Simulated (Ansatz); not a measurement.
Ansatz (an electronic-structure program) run on P (R-3m, 2 atoms in the cell): self-consistent single point.

Method: PBEsol, default PAW files made with PBE (plane waves; Ansatz).

```
CELL_PARAMETERS angstrom
      1.73090     0.99934     3.13907
     -1.73090     0.99934     3.13907
      0.00000    -1.99867     3.13907
ATOMIC_POSITIONS crystal
  P  0.23239 0.23239 0.23239
  P  0.77292 0.77292 0.77292
```

Reference input (self-consistent single point, DFT, PBEsol, plane waves, default PAW files made with PBE): basis.ecutwfc = 420 eV; kpoints.mp_grid.grid = 11 11 11; hamiltonian.xc = pbesol; hamiltonian.pseudopotentials = {kind: paw} (the program's default PAW files); scf.occupations.method = gaussian; scf.occupations.width = 0.1 eV. This run's input differs from it in these lines:

Ansatz 0.2 input:
```diff
@@ -11,3 +11,3 @@
 kpoints:
-  mp_grid: { grid: [11, 11, 11] }
+  mp_grid: { grid: [38, 38, 38] }
 hamiltonian:
```

Log, with long lists cut:

```
SCF iter   1: F=—  HF=-1480.113093 eV  |F-HF|=—  |Δ(HF+E_count)|=         —  Δρ=2.31e-3  dr2=1.99e-3  ethr=1.77e-3  ⟨swp⟩=6.3  Hψ=388838  notcnv=0
all-band conjugate gradients solve this SCF's bands
preconditioner: auto → none
SCF iter   2: F=—  HF=-1480.112452 eV  |F-HF|=—  |Δ(HF+E_count)|=   6.41e-4  Δρ=1.21e-3  dr2=5.24e-4  ethr=1.99e-5  ⟨swp⟩=1.9  Hψ=102670  notcnv=0
SCF iter   3: F=—  HF=-1480.112381 eV  |F-HF|=—  |Δ(HF+E_count)|=   7.10e-5  Δρ=2.51e-4  dr2=3.38e-5  ethr=5.24e-6  ⟨swp⟩=2.1  Hψ=64135  notcnv=0
SCF iter   4: F=—  HF=-1480.112370 eV  |F-HF|=—  |Δ(HF+E_count)|=   1.13e-5  Δρ=5.64e-5  dr2=1.25e-6  ethr=3.38e-7  ⟨swp⟩=2.5  Hψ=67324  notcnv=0
iter 5 did not close the SCF: its close was put off for the readings that it lacked (scf_convergence_deferred on its scf_iter line)
SCF iter   5: F=-1480.112369 eV  HF=-1480.112369 eV  |F-HF|=3.38e-8  |Δ(HF+E_count)|=   6.75e-7  Δρ=1.08e-5  dr2=4.96e-8  ethr=1.25e-8  ⟨swp⟩=2.4  Hψ=67755  notcnv=0
SCF iter   6: F=-1480.112369 eV  HF=-1480.112369 eV  |F-HF|=3.53e-9  |Δ(HF+E_count)|=   1.51e-8  Δρ=3.67e-6  dr2=5.18e-9  ethr=4.96e-10  ⟨swp⟩=4.9  Hψ=261759  notcnv=0
SCF 1 converged in 6 iterations: F = -1480.112369 eV  dr2 = 5.18e-9
Free energy (F): -1480.112369 eV
Internal energy: -1480.110565 eV  (E = F + TS)
E sigma→0 (E₀):  -1480.111467 eV
Entropy (-TS):   -0.001804 eV (-0.902 meV/atom)
Fermi energy:    9.923269 eV
--- Forces (eV/Å), atoms counted from 1 ---
  atom   1  P      0.00000000    -0.00000000    -0.14591421
  atom   2  P      0.00000000    -0.00000000     0.14591421
--- Stress (GPa, compression-positive) ---
       -3.576620      -0.000000      -0.000000
       -0.000000      -3.576620      -0.000000
       -0.000000       0.000000      -5.447545
  P = ⅓ Tr σ = -4.2003 GPa (-42.003 kbar)
  The stress holds the Pulay correction. Without it, at fixed plane waves, as pw.x and ABINIT print it: P = -4.2344 GPa
```

The run converged in 6 iterations. Against the reference run the free energy goes up by 2.5 meV/atom, the pressure moves little (-4.25 to -4.20 GPa) and the largest force goes from 0.141 to 0.146 eV/Å.

The starting cell comes from a database of computed structures (which also holds hypothetical and non-ambient phases and stackings), without a prior relaxation at this level. Its lattice was rescaled by up to half a per cent. One atom was moved a little off its site on purpose. With a pressure of about -4 GPa the cell is away from its equilibrium volume at this level. Ansatz's pressure includes its estimate of the finite-basis (Pulay) stress.

Cost on one core of a shared machine: roughly 70 s.
